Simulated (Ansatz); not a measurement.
Start from SiC in the zinc blende structure (space group F-43m, No. 216; a = 4.356 Å). Axes: x, y, z lie along the cube axes.

Method: Kohn–Sham DFT with the r2SCAN functional, run in Ansatz (a program for electronic structure) with PAW and 500 eV plane waves, no spin-orbit coupling.

Base values:

| Property | Result |
|---|---|
| Valley order | X along ⟨100⟩ 1.71 eV |
| Electron mass | 0.64 mₑ along k, 0.23 mₑ across (at X) |
| Valence-band top at Γ | 0.00, 0.00, 0.00 eV |

Now apply this change: uniaxial strain ε_zz = −0.50 %, all other strain components held at zero; the atoms relax in the strained cell.

Problem. What does the calculation give for the valley order, electron mass, valence-band top at Γ and hole mass after the change?

Solution. The valley order (the lowest conduction-band minima on the path, energy above the VBM, named in the base's zone) becomes X along [001] 1.66 eV; X along [100] 1.70 eV (base: X along ⟨100⟩ 1.71 eV); the electron mass becomes 0.63 mₑ along k, 0.23 mₑ across (at X) (base: 0.64 mₑ along k, 0.23 mₑ across (at X)); the valence-band top at Γ (three highest levels, from the VBM) becomes 0.00, -0.04, -0.04 eV (base: 0.00, 0.00, 0.00 eV); the hole mass amounts to 0.36 mₑ along z, 0.57 mₑ across (at Γ).

The levels and masses belong to the bands next to the band gap. Masses are band curvatures over ±0.01 Å⁻¹ around the edge. Along k means along the line from Γ to the band edge. No phonon test of stability was made.
